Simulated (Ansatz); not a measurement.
The parent structure is WC (space group P-6m2, No. 187; relaxed with 0.1 eV smearing).

```xyz
2
Lattice="2.8843 0.0000 0.0000 -1.4422 2.4979 0.0000 0.0000 0.0000 2.8115" Properties=species:S:1:pos:R:3 pbc="T T T"
W      0.0000     0.0000     0.0000
C      0.0000     1.6653     1.4058
```

Cartesian axes are those of the cell as printed.

Method: LDA in Ansatz (plane waves to 420 eV, PAW, spin-orbit coupling left out).

Strains are applied to the cell and any free atomic positions relax.

One change was made to it. Results:

| quantity | base | after |
|---|---|---|
| shortest interatomic distance | 217.9 pm | 219.8 pm |
| energy relative to the base (free energy F) | 0 meV/atom | +12 meV/atom |

**Question.** Which of these changes matches the shifts?
(A) uniaxial strain ε_zz = +1.00 %
(B) uniaxial strain ε_zz = −1.50 %
(C) uniaxial strain ε_zz = +2.00 %
(D) uniaxial strain ε_zz = −2.50 %

**Answer.** C, uniaxial strain ε_zz = +2.00 %. For comparison, the energy relative to the base in the other runs: uniaxial strain ε_zz = +1.00 % gives +3.2 meV/atom; uniaxial strain ε_zz = −2.50 % gives +21 meV/atom; uniaxial strain ε_zz = −1.50 % gives +7.5 meV/atom.

Stability against distortions was not tested. All final runs are without spin polarisation.

Ansatz is a program for electronic structure.
